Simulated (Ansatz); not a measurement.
# A computed series for CaBi2: response to strain

Take CaBi$_{2}$ (space group Cmcm, No. 63; a = 4.736 Å, b = 17.155 Å, c = 4.513 Å; a cell from a computed database, its experimental status unchecked) as the base. Axes: x, y, z lie along a, b, c of the conventional cell.

Strains are applied to the cell and any free atomic positions relax; under biaxial strain the out-of-plane vector relaxes too.

Calculations: Ansatz (a first-principles code), r2SCAN+rVV10, PAW, cutoff 500 eV, spin-orbit coupling left out.

Notes on the quantities. pressure: mean of the normal stresses, compression positive; energy relative to the base: free energy F.

```tsv
change	space group	pressure	energy relative to the base	volume per atom
base	Cmcm (No. 63)	0.0 GPa	0 meV/atom	30.56 Å³
biaxial strain +0.95 %, plane normal [001], relaxed out of plane	Cmcm (No. 63)	-0.3 GPa	+0.8 meV/atom	30.83 Å³
uniaxial strain ε_zz = −1.70 %	Cmcm (No. 63)	0.9 GPa	+2.0 meV/atom	30.04 Å³
tensor shear ε_xy = +0.22 %	P2_1/m (No. 11)	0.0 GPa	0.0 meV/atom	30.56 Å³
tensor shear ε_yz = +1.41 %	C2/m (No. 12)	0.0 GPa	+1.8 meV/atom	30.55 Å³
```

Without a gap, meshes like the base's 10×10×10 leave anisotropic stresses uncertain by several tenths of a GPa, and small strain energies with them. No phonon test of stability was made.
